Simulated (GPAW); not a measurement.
Band structure of OsRu (P-6m2, 2 atoms in the cell).

```
OsRu
1.0
    2.69129     0.00000     0.00000
   -1.34564     2.33072     0.00000
    0.00000     0.00000     4.24399
Ru Os
1 1
Direct
  0.33333   0.66667   0.00000
  0.66667   0.33333   0.50000
```

Computed with LDA (Perdew-Wang 92), GPAW PAW datasets LDA (gpaw-data 1.0.1) (plane waves; GPAW 25.7.0).

Settings: mode = pw; ecut = 600 eV; xc = LDA; kpts = 9 9 5; mesh shift (steps) = 0 0 0; occupations.name = fermi-dirac; occupations.width = 0.1 eV; nbands = -6; convergence.density = 1e-05 e/electron; convergence.energy = 1e-05 eV/electron; symmetry.symmorphic = false; symmetry.tolerance = 0.0005; maxiter = 120; bandpath_npoints = 40.

The starting cell comes from a database of computed structures (which also holds hypothetical and non-ambient phases and stackings), without a prior relaxation at this level. Its lattice was rescaled by a random factor within 2.5 % of one. Spin-orbit coupling is off. Spin polarisation is off.

Levels in eV from the Fermi level, bands 12 to 19:
| point | 12 | 13 | 14 | 15 | 16 | 17 | 18 | 19 |
|---|---|---|---|---|---|---|---|---|
| Γ | -2.79 | -2.24 | -2.24 | -1.66 | -1.66 | 0.67 | 1.47 | 1.47 |
| M | -2.48 | -2.46 | -1.81 | 1.42 | 2.40 | 2.63 | 4.21 | 6.22 |
| K | -3.41 | -3.26 | -1.33 | 1.07 | 1.36 | 1.77 | 5.59 | 7.22 |
| A | -3.37 | -3.28 | -3.12 | -3.12 | 0.42 | 0.42 | 0.97 | 0.97 |
| L | -1.43 | -1.12 | 0.12 | 0.15 | 1.55 | 2.62 | 3.35 | 3.38 |
| H | -3.46 | -3.06 | -1.49 | -1.37 | 1.26 | 1.60 | 8.20 | 9.10 |

Bands cross the Fermi level along this path, so the cell is metallic at this level.
